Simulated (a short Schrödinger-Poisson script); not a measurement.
Stack: symmetric double-gate stack, Al2O3 on p-type Si(100), at 77 K.

```csv
layer,material,thickness (nm),Na (cm⁻³)
1,Al2O3,4.6,-
2,Si,6,3e17
3,Al2O3,4.6,-
```

The device is made up for the run: typed textbook-type constants, with dimensions and the other settings drawn at random. Al2O3: permittivity 9, conduction-band edge (eV) 2.7, gap (eV) 6.8, electron mass (mₑ) 0.3. Si: permittivity 11.7, conduction-band edge (eV) 0, gap (eV) 1.124, Nv at 300 K (cm⁻³) 3.1e19.

Channel valleys (confinement mass, in-plane density-of-states mass, number): Δ2 0.916, 0.19, 2; Δ4 0.19, 0.417, 4. At the gates, both at one voltage, the conduction-band edge of layer 1 lies 3.01 eV − eVg above the Fermi level of the channel. Gaps are held at their typed values at every temperature. Mesh 0.03 nm at interfaces.

Solved with a short Schrödinger-Poisson script written for these runs: 1D Poisson equation in equilibrium, electrons quantum, Hartree (BenDaniel-Duke, 12 states a valley, the channel's in-plane mass for all, wave functions free to enter the dielectric), parabolic valleys, classical holes, full ionisation, no traps, pinning or gate leakage.

The same stack at other levels of the model or other numerical settings:

| run | sheet density of all electrons at Vg = 1.8 V (cm⁻²) | sheet density of all electrons at Vg = 0.6 V (cm⁻²) | capacitance of both gates at Vg = 1.8 V (μF/cm²) | rough cost against the base |
|---|---|---|---|---|
| base | 2.59e13 | 4.30e12 | 2.98 | about 1 |
| electrons treated as classical, Boltzmann | 3.10e13 | ? | 3.42 | 0.02 |
| electrons treated as classical, Fermi-Dirac | ? | 5.30e12 | ? | 0.06 |
| mesh six times as coarse | 2.59e13 | 4.29e12 | 2.97 | 0.2 |

Task: Fill in the missing entries.

Result: 
- electrons treated as classical, Fermi-Dirac, capacitance of both gates at Vg = 1.8 V (μF/cm²): 3.18
- electrons treated as classical, Fermi-Dirac, sheet density of all electrons at Vg = 1.8 V (cm⁻²): 2.88e13
- electrons treated as classical, Boltzmann, sheet density of all electrons at Vg = 0.6 V (cm⁻²): 5.60e12

The classical rows ignore confinement, and Boltzmann statistics overrate the density once the band edge passes the Fermi level.
